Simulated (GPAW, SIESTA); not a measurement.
A SIESTA input for a self-consistent single point of LiAl₃ (I4/mmm, 4 atoms in the cell) (DFT, GGA PBEsol, numerical atomic orbitals DZP, PseudoDojo PBEsol standard norm-conserving potentials (rewritten from UPF to PSML)):

```
# files in the folder: Li.psml Al.psml (PseudoDojo PBEsol standard)
SystemName  LiAl3
SystemLabel LiAl3

NumberOfAtoms                4
NumberOfSpecies              2
%block ChemicalSpeciesLabel
  1 3 Li
  2 13 Al
%endblock ChemicalSpeciesLabel
LatticeConstant              1.0 Ang
%block LatticeVectors
    -1.977899000    1.977899000    3.937817000
     1.977899000   -1.977899000    3.937817000
     1.977899000    1.977899000   -3.937817000
%endblock LatticeVectors
AtomicCoordinatesFormat      Ang
%block AtomicCoordinatesAndAtomicSpecies
     0.000000000    0.000000000    0.000000000  1
    -0.000000000    1.977899000    1.968908500  2
     1.977899000    0.000000000    1.968908500  2
     0.000000000    0.000000000    3.937817000  2
%endblock AtomicCoordinatesAndAtomicSpecies

XC.functional                GGA
XC.authors                   PBEsol
PAO.BasisSize                DZP
PAO.EnergyShift              0.01 Ry
PAO.Polarization.NonPerturbative true
MeshCutoff                   400 Ry
%block kgrid.MonkhorstPack
    9   0   0  0.0
    0   9   0  0.0
    0   0   9  0.0
%endblock kgrid.MonkhorstPack
OccupationFunction           FD
ElectronicTemperature        100.0 meV

MaxSCFIterations             150
SCF.Mixer.Method             Broyden
SCF.Mixer.Weight             0.2
SCF.Mixer.History            6
SCF.DM.Tolerance             1.0E-05
Diag.ParallelOverK           true
WriteForces                  true
```

Task: Write the same calculation as an input for GPAW.

Result: One input that does it (others would too):

```python
from ase import Atoms
from ase.units import GPa
from gpaw import GPAW, PW, FermiDirac

atoms = Atoms(['Li', 'Al', 'Al', 'Al'],
              cell=[[-1.977899, 1.977899, 3.937817],
                    [1.977899, -1.977899, 3.937817],
                    [1.977899, 1.977899, -3.937817]],
              scaled_positions=[[0.000000, 0.000000, 0.000000],
                                [0.750000, 0.250000, 0.500000],
                                [0.250000, 0.750000, 0.500000],
                                [0.500000, 0.500000, 0.000000]],
              pbc=True)

calc = GPAW(mode=PW(600),
            xc='PBEsol',
            kpts=(9, 9, 9),
            occupations=FermiDirac(0.1),
            nbands=-8,
            convergence={'density': 1e-05},
            symmetry={'symmorphic': False, 'tolerance': 0.0005},
            maxiter=120)

atoms.calc = calc

energy = atoms.get_potential_energy()
print('Energy (eV):', round(energy, 6))
forces = atoms.get_forces()
print('Forces (eV/Ang):')
print(forces.round(5))
stress = atoms.get_stress()
print('Stress (GPa, Voigt):', (stress / GPa).round(4))
```

Basis settings and potentials, where a program has them, do not carry over. This input uses DFT PBEsol, plane waves, GPAW PAW datasets PBEsol (made by gpaw-setup). Both were run: pressure 4.04 GPa in SIESTA and 3.25 in GPAW.

On GPAW: the starting cell comes from a database of computed structures (which also holds hypothetical and non-ambient phases and stackings), without a prior relaxation at this level. Its lattice was rescaled by a random factor within 2.5 % of one. For this run, on top of that: lattice scaled by 0.98. With a pressure of about 3 GPa the cell is away from its equilibrium volume at this level.

On SIESTA: the starting cell comes from a database of computed structures (which also holds hypothetical and non-ambient phases and stackings), without a prior relaxation at this level. Its lattice was rescaled by a random factor within 2.5 % of one. For this run, on top of that: lattice scaled by 0.98. Values carry the incompleteness of an atom-centred basis. With a pressure of about 4 GPa the cell is away from its equilibrium volume at this level.
